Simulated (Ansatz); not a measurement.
SnTe: response to strain

Base system: SnTe in the rock salt structure (space group Fm-3m, No. 225; a = 6.2891 Å).

Strains are applied to the cell and any free atomic positions relax.

Calculations: Ansatz (a quantum-chemistry and plane-wave program) PBEsol, spin-orbit coupling left out.

| isotropic strain (%) | pressure (GPa) |
|---|---|
| 0 | 0.0 |
| 1.5 | -1.9 |
| 2 | -2.5 |
| 2.5 | ? |
| 3 | -3.4 |

Problem. Fit P = P₀ − Bδ + Cδ² with δ = (1 + ε)³ − 1 to the rows shown and predict the withheld row.

Solution. Least squares on the printed values gives P₀ = 0.0 GPa, B = 47.5 GPa, C = 116 GPa (largest residual 0.0 GPa); this predicts -3.0 GPa, and the run gives -3.0 GPa, in agreement.

No phonon test of stability was made. The final runs are not spin-polarised.
